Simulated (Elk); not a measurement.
Worked example: self-consistent single point of HfB2 (P6/mmm, 3 atoms in the cell) in Elk.

Method: PBE, spin-orbit coupling in second variation, all-electron FP-LAPW, Elk's shipped species files, APW+lo basis with extra local orbitals (Elk).

```
CELL_PARAMETERS angstrom
      3.17967     0.00000     0.00000
     -1.58984     2.75367     0.00000
      0.00000     0.00000     3.53140
ATOMIC_POSITIONS crystal
  Hf 0.00000 0.00000 0.00000
  B  0.33333 0.66667 0.50000
  B  0.66667 0.33333 0.50000
```

Reference input (self-consistent single point, DFT, PBE, all-electron FP-LAPW, Elk's shipped species files, APW+lo basis with extra local orbitals): xctype = 20; rgkmax = 8; swidth = 0.00367493 Ha; ngridk = 8 8 6; gmaxvr = 16 1/bohr; nxlo = 2; lorbcnd = true; rmtscf = 0.9; lmaxi = 2; maxscl = 100. This run's input differs from it in these lines:

```diff
@@ -5,2 +5,5 @@
   20
+
+spinorb
+  .true.
 
@@ -23,2 +26,5 @@
   2
+
+nempty
+  10
```

Log, with long lists cut:

```
│ Self-consistent loop started │
│ Loop number : 1 │
 total energy                :     -15132.6383642
 total moment                :  -0.9771379930E-20 -0.8668853689E-20 -0.2655457829E-21
│ Loop number : 2 │
 total energy                :     -15133.3842033
 total moment                :   0.7744791398E-20  0.1801955204E-19  0.4261754997E-20
RMS change in Kohn-Sham potential (target) :    3.328870491     (  0.1000000000E-05)
Absolute change in total energy (target)   :   0.7458391492     (  0.1000000000E-03)
│ Loop number : 3 │
 total energy                :     -15128.8851312
   [... lines left out ...]
 total energy                :     -15147.8021460
 total moment                :   0.7819549306E-20 -0.3836873281E-22 -0.1430609968E-19
RMS change in Kohn-Sham potential (target) :   0.9179907255E-06 (  0.1000000000E-05)
Absolute change in total energy (target)   :   0.1774669072E-03 (  0.1000000000E-03)
│ Loop number : 15 │
 total energy                :     -15147.8021112
 total moment                :  -0.1829758205E-20 -0.1051974286E-19  0.1383243558E-20
RMS change in Kohn-Sham potential (target) :   0.7736728506E-07 (  0.1000000000E-05)
Absolute change in total energy (target)   :   0.7917072617E-04 (  0.1000000000E-03)
Convergence targets achieved

│ Loop number : 16 │

Energies :
 Fermi                       :     0.480210662680
 xc effective B-field        :    -0.351148262206E-07
 external B-field            :      0.00000000000
 total energy                :     -15147.8021090
 (external B-field energy excluded from total)

Density of states at Fermi energy :    6.888669975
 (states/Hartree/unit cell)

Estimated indirect band gap :   0.1356392929E-01
 from k-point     22 to k-point      8
Estimated direct band gap   :   0.4164594689E-01
 at k-point      9

Charges :
 core                        :    50.00000000
 valence                     :    32.00000000
 interstitial                :    4.918204418
 muffin-tins (core leakage)
  species :    1 (Hf)
   atom    1                 :    69.91222153     (  0.2874429377E-05)
  species :    2 (B)
   [... lines left out ...]
  species :    2 (B)
   atom    1                 :   0.2038264611E-20 -0.6250309299E-20  0.4154256346E-21
   atom    2                 :   0.2038264611E-20 -0.6250309299E-20  0.4154256346E-21
 total in muffin-tins        :   0.4186154431E-20 -0.1240297440E-19  0.8160316273E-21
 total moment                :   0.4164285486E-20 -0.1273433979E-19  0.8690441859E-21

│ Self-consistent loop stopped │
```

The run converged in 16 iterations. The count includes the last loop, which Elk runs after its targets are met. 

The starting cell comes from a database of computed structures (which also holds hypothetical and non-ambient phases and stackings), without a prior relaxation at this level. Its lattice was rescaled by a random factor within 2.5 % of one. Values depend on the basis (sphere radii, cutoffs, local orbitals), which need not be converged. The log's line on a gap gives a spacing of levels on this mesh, which the program prints for metals too.

Cost on one core of a shared machine: roughly 40 s.
